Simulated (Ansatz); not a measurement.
Consider a periodic stack without vacuum, fluorite-type CoSi2 (0 0 1) on silicon (0 0 1), Ga on 1 of 2 substrate sites at each interface (film strained to the substrate, faces as cut): substrate slab Si22Ga2, film Co8Si16, surface cells [[-2, 0], [-1, -1]] and [[-2, 0], [-1, -1]], film strained by +2.1 and +2.1 %, faces Si/Si and Si/Co as cut (like faces can put a slab off its formula). Its start:

```xyz
48
Lattice="7.7357 0.0000 0.0405 0.0000 3.8679 -0.0256 -2.7476 -0.1941 28.3492" Properties=species:S:1:pos:R:3 pbc="T T T"
Si     4.1934    -0.1073     2.3051
Si     0.1138    -0.0825     2.3257
Ga     2.1380    -0.1919     0.8704
Si     6.0604    -0.5162     0.9100
Si     5.9565     1.8590     5.0307
Si     2.0993     1.8593     4.9861
Si     4.0516     1.8315     3.6365
Si     0.1642     1.8546     3.6457
Si     3.9924    -0.0447     7.7449
Si     0.1271    -0.0458     7.7197
Si     2.0759    -0.0630     6.3655
Si     5.9365    -0.0626     6.3973
Si     5.8989     1.9231    10.4739
Si     2.0314     1.9225    10.4433
Si     3.9758     1.9024     9.0952
Si     0.1080     1.9015     9.0715
Si     3.9296     0.0292    13.2049
Si     0.0874     0.0270    13.1732
Si     2.0195     0.0027    11.8149
Si     5.8845     0.0049    11.8547
Ga     5.8716     1.9711    15.9708
Si     1.9906     2.0935    15.8934
Si     3.8910     1.9780    14.5549
Si     0.1105     1.9770    14.5209
Co     3.5910     2.7618    22.0994
Co    -0.2537     2.7595    22.0795
Co     5.5474     0.8730    19.5135
Co     1.6839     0.7743    19.3870
Co     3.4455     2.8228    27.1574
Co    -0.4249     2.8300    27.0484
Co    -2.2168     0.8547    24.6598
Co     1.6539     0.8477    24.6759
Si     1.6809     2.7163    20.8345
Si     5.5493     2.7390    20.8875
Si     3.6020     0.8000    20.8513
Si    -0.2327     0.7996    20.8280
Si     3.6582     0.4596    18.2992
Si    -0.2513     0.4832    18.2788
Si     1.7689     2.6749    18.1476
Si     5.5930     2.7434    18.2641
Si     1.5475     2.7982    26.0590
Si    -2.3402     2.8048    26.0491
Si     3.5582     0.8703    26.1023
Si    -0.3074     0.8817    26.0552
Si     3.5895     0.8399    23.4740
Si    -0.2752     0.8360    23.4561
Si     1.6564     2.7673    23.4458
Si    -2.2146     2.7775    23.4327
```

The start was prepared with a machine-learned potential, and the result is one local minimum, with the in-plane cell held and forces under 0.04 eV/Å; the film can end far from its bulk form.

Calculation: PBE (plane waves to 420 eV, PAW; Ansatz, a first-principles code). Scalar-relativistic, without spin–orbit coupling; the runs are not spin-polarised; PBE gaps are too small against experiment. Its k-point mesh 4×7×1, Fermi–Dirac width 0.05 eV.

Task: Predict the relaxed interface.

Result: 
- interface area = 29.9 Å²
- period = 27.27 Å
- gaps between the outermost planes at the two interfaces = 1.57 and 1.21 Å
- Ga–Si contacts across the interfaces within 1.22 times the sum of covalent radii = 5, mean 2.65 Å
- Si–Si contacts across the interfaces within 1.22 times the sum of covalent radii = 5, mean 2.57 Å
- Co–Ga contacts across the interfaces within 1.22 times the sum of covalent radii = 2, mean 2.46 Å
- Co–Si contacts across the interfaces within 1.22 times the sum of covalent radii = 2, mean 2.32 Å
- estimate of the barrier = withheld, since the two interfaces are unlike
- slope of the mean potential energy in the substrate = -1.9 MV/cm × e
